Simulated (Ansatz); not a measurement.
An Ansatz (an electronic-structure program) input (Ansatz, r2SCAN+rVV10, PAW, cutoff 500 eV, without spin-orbit coupling, earlier PAW set):

Ansatz 0.2 input:
```yaml
crystal:
  lattice:
    - [2.1977790331, 1.2230814482, 10.462951912]
    - [-2.1977790331, 1.2230814482, 10.462951912]
    - [0, -2.4461628963, 10.462951912]
  atoms:
    - { symbol: Bi, position: [0.3983456998, 0.3983456998, 0.3983456998] }
    - { symbol: Bi, position: [0.6016543002, 0.6016543002, 0.6016543002] }
    - { symbol: Te, position: [0, 0, 0] }
    - { symbol: Te, position: [0.2137582771, 0.2137582771, 0.2137582771] }
    - { symbol: Te, position: [0.7862417229, 0.7862417229, 0.7862417229] }
basis: { ecutwfc: 500, ecutrho_ratio: 4, xc_grid: 3, fft_grid_basis: typed }
kpoints: { mp_grid: { grid: [9, 9, 9] } }
hamiltonian:
  xc: r2scan
  dispersion: rvv10
  pseudopotentials: { azcp: { folder: ./paw }, kind: paw }
scf: { occupations: { method: fermi_dirac, width: 0.05 }, convergence: { dr2_threshold: 0.0000000005 } }
relax: { f_tol: 0.005, max_steps: 50 }
output: { forces: true, stress: true }
checkpoint: { write: state.ck, write_every: 1000 }
```

**Question.** Which symmetry and how many k-points will the program report, and about how many plane waves at Γ?

**Answer.** Space group C2/m (ITA 12) with 4 operations, k-points 205 of 729, and 4271 plane waves at Γ.

**Question.** And the final pressure?

**Answer.** 1.48 GPa (compression positive).

The cells carry an imposed strain or load. Stability against distortions was not tested. The cell was made from Bi₂Te₃ in the Bi2Te3 type structure (space group R-3m, No. 166) by this change: uniaxial strain ε_yy = −3.61 %.
